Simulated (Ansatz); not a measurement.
An Ansatz (a program for electronic structure) input (PBE (Ansatz, PAW, no SOC)):

Ansatz 0.2 input:
```yaml
crystal:
  lattice:
    - [4.1458933732, 0, 0]
    - [-2.0729466866, 3.5904489826, 0]
    - [0, 0, 6.7475629004]
  atoms:
    - { symbol: Cd, position: [0.6666666667, 0.3333333333, 0.4997682887] }
    - { symbol: Cd, position: [0.3333333333, 0.6666666667, 0.9997682887] }
    - { symbol: S, position: [0.6666666667, 0.3333333333, 0.1232317113] }
    - { symbol: S, position: [0.3333333333, 0.6666666667, 0.6232317113] }
basis: { ecutwfc: 420, ecutrho_ratio: 4, xc_grid: 2, fft_grid_basis: typed }
kpoints: { mp_grid: { grid: [9, 9, 5] } }
hamiltonian:
  xc: pbe
  dispersion: none
  pseudopotentials: { kind: paw }
scf: { occupations: { method: fermi_dirac, width: 0.05 }, convergence: { dr2_threshold: 0.0000000004 } }
relax: { f_tol: 0.005, max_steps: 50 }
output: { forces: true, stress: true }
checkpoint: { write: state.ck, write_every: 1000 }
```

### Question
Which symmetry and how many k-points will the program report, and about how many plane waves at Γ?

### Answer
Space group P63mc (ITA 186) with 12 operations, k-points 36 of 405, and 1967 plane waves at Γ.

### Question
And the final pressure?

### Answer
2.09 GPa (compression positive).

The cells carry an imposed strain or load. No phonon test of stability was made. The cell was made from CdS in the wurtzite structure (space group P6_3mc, No. 186) by this change: isotropic strain −1.20 %.
